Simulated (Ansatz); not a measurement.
The starting structures come from a database of crystals and need not be the phases stable at ambient conditions.

## Evanescent states of AlCuBr$_{4}$ (P-42c, 12 atoms a cell, 29.1 Å³ an atom) along the normal of (001)

Level of theory: r2SCAN (plane waves, PAW; Ansatz, a program for electronic structure).

No gap correction and no spin-orbit coupling; mid-gap is the computed energy nearest the middle.

Energies count from the valence-band top; κ is the least over a 6×6 mesh across the current.

| E (eV) | κ (1/Å) | where |
|---|---|---|
| 0.07 | 0.136 | off Γ |
| 0.21 | 0.218 | off Γ |
| 0.35 | 0.263 | off Γ |
| 0.49 | 0.284 | Γ |
| 0.63 | 0.290 | Γ |
| 0.77 | 0.293 | Γ |
| 0.91 | 0.293 | Γ |
| 1.05 | 0.290 | Γ |
| 1.19 | 0.286 | Γ |
| 1.33 | 0.279 | Γ |
| 1.47 | 0.271 | Γ |
| 1.61 | 0.261 | Γ |
| 1.75 | 0.249 | Γ |
| 1.89 | 0.235 | Γ |
| 2.03 | 0.218 | Γ |
| 2.17 | 0.198 | Γ |
| 2.31 | 0.173 | Γ |
| 2.45 | 0.142 | Γ |
| 2.59 | 0.098 | Γ |

How thick must the barrier be to attenuate the transmission by 10^8 when the electrodes' Fermi level lies at 0.63 eV, and what attenuation does that film give at 2.03 eV?

d = 8 ln 10 / (2 × 0.290) = 31.8 Å. At 2.03 eV it gives 8 × 0.218/0.290 = 6.0 decades.
